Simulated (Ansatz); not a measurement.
Start from SrO in the rock salt structure (space group Fm-3m, No. 225).

```xyz
2
Lattice="0.0000 2.5612 2.5612 2.5612 0.0000 2.5612 2.5612 2.5612 0.0000" Properties=species:S:1:pos:R:3 pbc="T T T"
Sr     0.0000     0.0000     0.0000
O      2.5612     2.5612     2.5612
```

Computed with Ansatz (a program for electronic structure), PBEsol, PAW, cutoff 420 eV, scalar-relativistic without spin-orbit coupling.

Before the change:

| Quantity | Result |
|---|---|
| Valley order | X along ⟨100⟩ 3.20 eV; Γ 3.93 eV |

It is then changed as follows: the cell is scaled by 1.0300 in all directions, atoms relaxed at fixed cell.

**Question.** How does this affect the energy relative to the base?

**Answer.** The energy goes up by 36 meV/atom.

**Question.** How does this affect the mean gap deformation potential ΔEg/Δln V?

**Answer.** The mean gap deformation potential ΔEg/Δln V is +0.5 eV.

**Question.** Predict the new valley order.

**Answer.** The valley order (the lowest conduction-band minima on the path, energy above the VBM, named in the base's zone) changes from X along ⟨100⟩ 3.20 eV; Γ 3.93 eV to X along ⟨100⟩ 3.24 eV; Γ 3.33 eV.

The cells carry an imposed strain or load. No phonon test of stability was made.
